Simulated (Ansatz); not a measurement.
The reference is PbTe in the rock salt structure (space group Fm-3m, No. 225; a = 6.5343 Å).

Structures relaxed with Ansatz (an electronic-structure program) r2SCAN, no spin-orbit coupling.

Base:

Simulated powder pattern, Co Kα, λ = 1.79026 Å (kinematic, ideal powder, no thermal factors, no anomalous dispersion; the 14 strongest lines at most, above 2 %, up to 2θ = 90°):

```tsv
2θ (°)	I/Imax (%)	hkl
27.45	11	(111)
31.80	100	(200)
45.59	77	(220)
54.05	6.3	(311)
56.66	28	(222)
66.45	13	(400)
73.33	2.8	(331)
75.56	37	(420)
84.31	29	(422)
```

Now apply this change: an isotropic linear strain of +2.50 %, atoms relaxed at fixed cell.

After the change:

Simulated powder pattern, Co Kα, λ = 1.79026 Å (kinematic, ideal powder, no thermal factors, no anomalous dispersion; the 14 strongest lines at most, above 2 %, up to 2θ = 90°):

```json
[
 {"2θ (°)": "26.77", "I/Imax (%)": "11", "hkl": "(111)"},
 {"2θ (°)": "31.01", "I/Imax (%)": "100", "hkl": "(200)"},
 {"2θ (°)": "44.42", "I/Imax (%)": "77", "hkl": "(220)"},
 {"2θ (°)": "52.62", "I/Imax (%)": "6.3", "hkl": "(311)"},
 {"2θ (°)": "55.16", "I/Imax (%)": "28", "hkl": "(222)"},
 {"2θ (°)": "64.63", "I/Imax (%)": "13", "hkl": "(400)"},
 {"2θ (°)": "71.26", "I/Imax (%)": "2.8", "hkl": "(331)"},
 {"2θ (°)": "73.41", "I/Imax (%)": "37", "hkl": "(420)"},
 {"2θ (°)": "81.80", "I/Imax (%)": "29", "hkl": "(422)"},
 {"2θ (°)": "87.97", "I/Imax (%)": "2.4", "hkl": "(511)"}
]
```

The indices refer to the base's conventional cell; one index is shown for lines that coincide.

Stability against distortions was not tested.
